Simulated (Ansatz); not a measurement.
# A computed series for CdSe: pressure series

Start from CdSe in the zinc blende structure (space group F-43m, No. 216; a = 6.1964 Å).

Cell and atoms are relaxed at each pressure.

All numbers come from PBE/PAW in Ansatz (a quantum-chemistry and plane-wave program), no spin-orbit coupling, earlier PAW set.

Before the change:

- Band gap = 0.49 eV

The aim is a band gap between 1.06 eV and 1.12 eV. Which of these changes reaches it?
(A) pressure −1 GPa
(B) pressure 0.9 GPa
(C) pressure 4.5 GPa
(D) pressure 30 GPa
(E) pressure −2 GPa

D, pressure 30 GPa. It gives 1.10 eV; pressure −2 GPa gives 0.39 eV; pressure −1 GPa gives 0.44 eV; pressure 0.9 GPa gives 0.53 eV; pressure 4.5 GPa gives 0.66 eV. Changes not listed may reach it too

Load acts through the strain it causes; cell and atoms are relaxed under it. No phonon test of stability was made. Tetrahedral semiconductors of this kind turn to denser phases somewhere between about 1 and 50 GPa; those were not computed, so compressed cells here can lie past the real transition.
